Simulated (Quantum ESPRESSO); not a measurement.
Quantum ESPRESSO run on KBr (Fm-3m, 2 atoms in the cell): self-consistent single point.

Method of the run: PBE, GBRV 1.5 ultrasoft (PBE) pseudopotentials (plane waves; Quantum ESPRESSO).

```
KBr
1.0
   -3.29882     0.00000     3.29882
    0.00000     3.29882     3.29882
   -3.29882     3.29882     0.00000
K Br
1 1
Direct
  0.00000   0.00000   0.00000
  0.50000   0.50000   0.50000
```

Reference input (self-consistent single point, DFT, PBE, plane waves, GBRV 1.5 ultrasoft (PBE) pseudopotentials): ecutwfc = 40 Ry; ecutrho = 200 Ry; occupations = fixed; potentials = {K: k_pbe_v1.4.uspp.F.UPF, Br: br_pbe_v1.4.uspp.F.UPF}; K_POINTS = automatic 9 9 9 0 0 0; nbnd = 14; conv_thr = 1e-11 Ry; mixing_beta = 0.5. This run's input differs from it in these lines:

```diff
@@ -12,4 +12,4 @@
     ntyp = 2
-    ecutwfc = 40
-    ecutrho = 200
+    ecutwfc = 52
+    ecutrho = 260
     occupations = 'fixed'
```

The program printed (abridged):

```
     Self-consistent Calculation

     iteration #  1     ecut=    52.00 Ry     beta= 0.50

     Threshold (ethr) on eigenvalues was too large:
     Diagonalizing with lowered threshold

     total energy              =    -104.07979134 Ry
     estimated scf accuracy    <       0.09054863 Ry

     iteration #  2     ecut=    52.00 Ry     beta= 0.50

     total energy              =    -104.09600381 Ry
     estimated scf accuracy    <       0.00467129 Ry

     iteration #  3     ecut=    52.00 Ry     beta= 0.50
     c_bands:  1 eigenvalues not converged

     total energy              =    -104.09690113 Ry
     estimated scf accuracy    <       0.00076180 Ry

   [... 6 blocks of this kind left out ...]

     iteration # 10     ecut=    52.00 Ry     beta= 0.50

     total energy              =    -104.09699352 Ry
     estimated scf accuracy    <          7.2E-11 Ry

     iteration # 11     ecut=    52.00 Ry     beta= 0.50
     End of self-consistent calculation

     highest occupied, lowest unoccupied level (ev):     1.1038    5.5419

!    total energy              =    -104.09699352 Ry
     estimated scf accuracy    <          4.0E-12 Ry

     convergence has been achieved in  11 iterations

     Forces acting on atoms (cartesian axes, Ry/au):

     atom    1 type  1   force =    -0.00000000   -0.00000000   -0.00000000
     atom    2 type  2   force =     0.00000000    0.00000000    0.00000000

     Total force =     0.000000     Total SCF correction =     0.000000

          total   stress  (Ry/bohr**3)                   (kbar)     P=        7.24
   0.00004921  -0.00000000  -0.00000000            7.24       -0.00       -0.00
  -0.00000000   0.00004921   0.00000000           -0.00        7.24        0.00
   0.00000000   0.00000000   0.00004921            0.00        0.00        7.24

   JOB DONE.
```

The run converged in 11 iterations. Against the reference run the free energy goes down by 15.6 meV/atom, the pressure goes from 0.16 to 0.72 GPa and the gap on the mesh hardly changes (4.437 to 4.438 eV).

The starting cell comes from a database of computed structures (which also holds hypothetical and non-ambient phases and stackings), without a prior relaxation at this level. Its lattice was rescaled by a random factor within 2.5 % of one.

Cost on one core of a shared machine: roughly 60 s.
